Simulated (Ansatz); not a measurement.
```
Hf
1.0
    3.15929     0.00000     0.00000
   -1.57964     2.73602     0.00000
    0.00000     0.00000     4.99069
Hf
2
Direct
  0.33333   0.66667   0.75000
  0.66667   0.33333   0.25000
```

Spin-orbit coupling is not included.

By how much do the lattice constants and the volume change from 300 K to 700 K (the quasi-harmonic free energy, Ansatz, a first-principles code, PBEsol functional, plane-wave PAW), and how far does the bulk modulus soften?

a by 0.20 %, c by 0.41 %, the volume by 0.81 %; B_T goes from 110 to 103 GPa. Whether this phase is the stable one at each condition was not tested.

The PAW data sets were generated under PBE and serve the other functionals too.
